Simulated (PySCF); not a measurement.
PySCF 2.14.0, HF/def2-svp, df: W(S)2(NMe2)(OSiH3) (C[N](C)[W](=[S])(=[S])[O][SiH3]), 17 atoms. The geometry is a generated start, not checked to be a minimum at this level.

| Quantity | Result |
|---|---|
| task | energy |
| method | hf |
| basis | def2-svp |
| two-electron scheme | density fitting |
| mol.max_memory | 3000 MB |
| mf.max_cycle | 100 |
| mf.DIIS | CDIIS (default) |
| mf.diis_space | 8 (default) |
| mf.conv_tol | 1e-09 (default) |
| effective core potentials | those of the basis set, past Kr |
| basis functions | 187 |

```xyz
17

W      0.5071     0.4342     1.0971
S      1.1836     2.4937     1.3505
S     -0.0910    -0.2650     3.0740
N     -1.0684     0.4726    -0.0196
C     -2.2677    -0.3396     0.1713
C     -1.2881     1.4716    -1.0637
H     -3.1226     0.2961     0.4428
H     -2.5218    -0.8784    -0.7513
H     -2.0974    -1.0692     0.9723
H     -1.5763     0.9879    -2.0065
H     -2.0928     2.1620    -0.7716
H     -0.3670     2.0456    -1.2284
O      1.8686    -0.6512     0.3558
Si     3.0165    -1.6027    -0.2740
H      4.1882    -1.5117     0.6025
H      3.2796    -1.0872    -1.6263
H      2.4495    -2.9586    -0.3250
```

Charge 0 and multiplicity 1 are set for this test and not shown to be the ground state.

With the defaults (mf.diis = true, mf.level_shift = 0, mf.damp = 0, mf.diis_start_cycle = 1, newton = off, mf.init_guess = minao) it converges in 17 Fock builds. One run each on 2 threads, 1 BLAS thread, with these changes:
- mf.level_shift = 1 Hartree
- mf.damp = 0.7, mf.diis_start_cycle = 8
- newton = Hessian by the SCF's own integrals
- mf.level_shift = 0.1 Hartree
- mf.init_guess = huckel
- mf.init_guess = atom
- mf.damp = 0.3, mf.diis_start_cycle = 4
- mf.diis = false
- mf.diis = false, mf.damp = 0.7, mf.diis_start_cycle = 999

### Question
Which of these changes keep the SCF from converging, or lead it to another solution?

### Answer
No convergence: mf.diis = false (the run ends without SCF convergence in 100 cycles). The rest reach the solution of the defaults.

```json
[
 {"setting": "the defaults", "Fock builds": "17", "end": "same solution"},
 {"setting": "mf.init_guess = atom", "Fock builds": "17", "end": "same solution"},
 {"setting": "mf.level_shift = 0.1 Hartree", "Fock builds": "18", "end": "same solution"},
 {"setting": "mf.damp = 0.3, mf.diis_start_cycle = 4", "Fock builds": "18", "end": "same solution"},
 {"setting": "mf.init_guess = huckel", "Fock builds": "19", "end": "same solution"},
 {"setting": "mf.damp = 0.7, mf.diis_start_cycle = 8", "Fock builds": "21", "end": "same solution"},
 {"setting": "mf.level_shift = 1 Hartree", "Fock builds": "34", "end": "same solution"},
 {"setting": "newton = Hessian by the SCF's own integrals", "Fock builds": "37", "end": "same solution"},
 {"setting": "mf.diis = false, mf.damp = 0.7, mf.diis_start_cycle = 999", "Fock builds": "65", "end": "same solution"},
 {"setting": "mf.diis = false", "Fock builds": "101", "end": "no convergence"}
]
```

Under newton the count holds the products with the orbital Hessian.
